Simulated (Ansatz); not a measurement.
Candidates (primitive cells; geometry: cell and atoms relaxed with PBEsol):
A. InAs (F-43m), a = 4.3047 Å, b = 4.3047 Å, c = 4.3047 Å, α = 60.00°, β = 60.00°, γ = 60.00°
B. AlAs (F-43m), a = b = c = 4.013 Å, α = β = γ = 60.00°
C. GaAs (F-43m), a = b = c = 4.001 Å, α = β = γ = 60.00°

Problem. Order them by electron conductivity mass (lowest first) at the level HSE06, rigid bands run with Ansatz (a first-principles code).

Solution. A (0.031 mₑ), C (0.070 mₑ), B (0.32 mₑ)

Masses are for dilute carriers at 300 K, harmonic means over directions unless an axis is named. Spin-orbit coupling is left out.
